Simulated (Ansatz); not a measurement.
## Bulk modulus of Pt (P6₃/mmc, No. 194; start mp-2647022; another form than the element's usual one) at several levels of theory

No measured value is used here.

Q: Put these levels in order of the bulk modulus that they give for Pt (P6₃/mmc, No. 194; start mp-2647022; another form than the element's usual one), smallest first: LDA (Ansatz, a quantum-chemistry and plane-wave program), PBEsol (Ansatz), r²SCAN (Ansatz).

A: r²SCAN (262 GPa), PBEsol (280 GPa), LDA (299 GPa)

Unless a cell is named, each level is at its own relaxed cell (LDA 14.85, PBEsol 15.14, r²SCAN 15.41 Å³/atom).

Density-functional levels without +SOC have no spin–orbit coupling. LDA, r²SCAN, PBEsol: the bulk modulus is −V dP/dV from two relaxed cells at ±2 % in volume. LDA, r²SCAN, PBEsol: the relaxation could not lower the start's symmetry, so the cell can be a saddle point above a distorted one. Each level is taken at its own relaxed cell. Cutoffs differ between the levels. Ansatz's density-functional and Hartree–Fock values are scalar-relativistic unless marked +SOC, with PAW data made under PBE.

A start named mp-… is a Materials Project structure, which can be a computed phase never made.
